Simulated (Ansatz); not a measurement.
System: TiAs (P6₃/mmc, No. 194). Method: LDA in Ansatz (plane waves, PAW).

Settings: plane-wave cutoff 520 eV, 18×18×6 k mesh (along the axes of the cell as run), Fermi–Dirac smearing 0.035 eV (set by the program), no spin polarisation, scalar-relativistic PAW data made under PBE.

Computed at the level's own relaxed cell.

Hill averages of the elastic tensor: K = 138.7 GPa, G = 82.4 GPa. Volume 16.319 Å³/atom, mean atomic mass 61.394 u.

Work out the density, the sound velocities of a polycrystal and the elastic Debye temperature at this level.

ρ = 1.66054 × 61.394/16.319 = 6.247 g/cm³. v_l = √[(K + 4G/3)/ρ] = 6.308 km/s and v_t = √(G/ρ) = 3.632 km/s. The mean follows from 3/v_m³ = 1/v_l³ + 2/v_t³: v_m = 4.033 km/s. Θ_D = (ħ/k_B) v_m (6π²/V)^(1/3) = 76.38 K Å s/km × 4.033 × 1.5367 Å⁻¹ = 473 K, counting all atoms of the cell.

Note: the volume lies 7 % below that of the published cell.

Ansatz is an electronic-structure program.
